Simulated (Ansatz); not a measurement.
A self-consistent single point of BePd (P4mm, 2 atoms in the cell) with Ansatz (a first-principles code).

Method: PBEsol, default PAW files made with PBE (plane waves; Ansatz).

```
CELL_PARAMETERS angstrom
      2.80321     0.00000     0.00000
      0.00000     2.80321     0.00000
      0.00000     0.00000     2.80321
ATOMIC_POSITIONS crystal
  Be 0.00000 0.00000 0.01784
  Pd 0.50000 0.50000 0.50000
```

Reference input (self-consistent single point, DFT, PBEsol, plane waves, default PAW files made with PBE): basis.ecutwfc = 420 eV; kpoints.mp_grid.grid = 12 12 12; hamiltonian.xc = pbesol; hamiltonian.pseudopotentials = {kind: paw} (the program's default PAW files); scf.occupations.method = fermi_dirac; scf.occupations.width = 0.1 eV. This run's input differs from it in these lines:

Ansatz 0.2 input:
```diff
@@ -11,3 +11,3 @@
 kpoints:
-  mp_grid: { grid: [12, 12, 12] }
+  mp_grid: { grid: [15, 15, 15] }
 hamiltonian:
@@ -16,3 +16,3 @@
 scf:
-  occupations: { method: fermi_dirac, width: 0.1 eV }
+  occupations: { method: fermi_dirac, width: 0.3 eV }
 output:
```

Output (repeated stretches shortened):

```
SCF iter   1: F=—  HF=-6998.336881 eV  |F-HF|=—  |Δ(HF+E_count)|=         —  Δρ=8.64e-3  dr2=1.65e-2  ethr=1.77e-3  ⟨swp⟩=5.0  Hψ=22641  notcnv=0
all-band conjugate gradients solve this SCF's bands
preconditioner: auto → none
SCF iter   2: F=—  HF=-6998.334066 eV  |F-HF|=—  |Δ(HF+E_count)|=   2.82e-3  Δρ=4.60e-3  dr2=5.11e-3  ethr=8.27e-5  ⟨swp⟩=1.0  Hψ=6624  notcnv=0
SCF iter   3: F=—  HF=-6998.332921 eV  |F-HF|=—  |Δ(HF+E_count)|=   1.14e-3  Δρ=2.32e-4  dr2=7.31e-6  ethr=2.55e-5  ⟨swp⟩=2.4  Hψ=5877  notcnv=0
SCF iter   4: F=—  HF=-6998.332917 eV  |F-HF|=—  |Δ(HF+E_count)|=   3.88e-6  Δρ=4.05e-5  dr2=1.33e-7  ethr=3.65e-8  ⟨swp⟩=2.5  Hψ=7168  notcnv=0
iter 5 did not close the SCF: its close was put off for the readings that it lacked (scf_convergence_deferred on its scf_iter line)
SCF iter   5: F=-6998.332917 eV  HF=-6998.332917 eV  |F-HF|=2.58e-8  |Δ(HF+E_count)|=   8.75e-8  Δρ=1.26e-5  dr2=3.43e-8  ethr=6.63e-10  ⟨swp⟩=2.3  Hψ=6800  notcnv=0
SCF iter   6: F=-6998.332917 eV  HF=-6998.332917 eV  |F-HF|=6.28e-11  |Δ(HF+E_count)|=   1.27e-8  Δρ=1.71e-6  dr2=2.56e-10  ethr=1.71e-10  ⟨swp⟩=2.0  Hψ=13043  notcnv=0
SCF 1 converged in 6 iterations: F = -6998.332917 eV  dr2 = 2.56e-10
Free energy (F): -6998.332917 eV
Internal energy: -6998.167241 eV  (E = F + TS)
E sigma→0 (E₀):  -6998.250079 eV
Entropy (-TS):   -0.165676 eV (-82.838 meV/atom)
Fermi energy:    16.943159 eV
--- Forces (eV/Å), atoms counted from 1 ---
  atom   1  Be     0.00000000     0.00000000    -0.21673045
  atom   2  Pd    -0.00000000     0.00000000     0.21675808
--- Stress (GPa, compression-positive) ---
       -0.288342       0.000000       0.000000
        0.000000      -0.288342       0.000000
        0.000000       0.000000      -0.415750
  P = ⅓ Tr σ = -0.3308 GPa (-3.308 kbar)
  The stress holds the Pulay correction. Without it, at fixed plane waves, as pw.x and ABINIT print it: P = -0.3744 GPa
```

The run converged in 6 iterations. Against the reference run the free energy falls by 40.7 meV/atom, the pressure goes from -0.83 to -0.33 GPa and the largest force moves little (0.216 to 0.217 eV/Å).

The starting cell comes from a database of computed structures (which also holds hypothetical and non-ambient phases and stackings), without a prior relaxation at this level. Its lattice was rescaled by up to half a per cent. One atom was moved a little off its site on purpose. Spin polarisation is off. Ansatz's pressure includes its estimate of the finite-basis (Pulay) stress.
